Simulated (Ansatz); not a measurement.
Computed with PBE (plane waves to 420 eV, PAW; Ansatz, an electronic-structure program).

Host crystal: rock-salt MgO, with a band gap (PBE, scalar-relativistic without spin-orbit coupling).

Plane-averaged electrostatic potential energy along the normal, in eV from the highest filled level, for B on a Mg site (surface) in a 3x3 cell of the 1x1 (100) surface of rock-salt MgO (cut with top plane Mg + O):

(z (Å), V (eV)): (5.10, 2.25); (5.38, 2.25); (5.67, 2.25); (5.95, 2.25); (6.23, 2.24); (6.52, 2.24); (6.80, 2.23); (7.08, 2.22); (7.37, 2.18); (7.65, 2.10); (7.93, 1.92); (8.22, 1.54); (8.50, 0.69); (8.78, -1.17); (9.07, -7.25); (9.35, -15.01); (9.63, -17.27); (9.92, -11.65); (10.20, -3.88); (10.48, -1.18); (10.77, -1.17); (11.05, -3.94); (11.33, -11.65); (11.62, -17.31); (11.90, -15.14); (12.18, -7.45); (12.47, -1.71); (12.75, -0.62); (13.03, -1.58); (13.32, -6.95); (13.60, -14.47); (13.88, -17.19); (14.17, -12.15); (14.45, -4.47); (14.73, -1.26); (15.02, -1.01); (15.30, -3.90); (15.58, -11.22); (15.87, -16.17); (16.15, -13.56); (16.43, -5.96); (16.72, -0.33); (17.00, 1.39); (17.28, 2.17); (17.57, 2.52); (17.85, 2.68); (18.13, 2.75); (18.42, 2.79); (18.70, 2.80); (18.98, 2.81); (19.27, 2.82); (19.55, 2.82); (19.83, 2.82); (20.12, 2.82); (20.40, 2.82)

Slab: 72 atoms, 6.4 Å thick at the start (thin: gaps and levels are the slab's own); k 2x2x1, smearing 0.01 eV, dipole-corrected; 18 atoms held, the rest relaxed; start symmetry kept, larger cells not searched; spin-polarised, ending with about 1.0 μB a cell; orders that need a larger cell were not tried, no spin-orbit, no U.

### Question
The surface cell has an area of 81.42 Å². What dipole along the normal does the step between the two vacuum levels imply?

### Answer
the top vacuum level lies 0.57 eV above the bottom one; p = −ε₀ A ΔV (ε₀ = 0.005526 e/(V·Å)) gives -0.26 e·Å a cell.
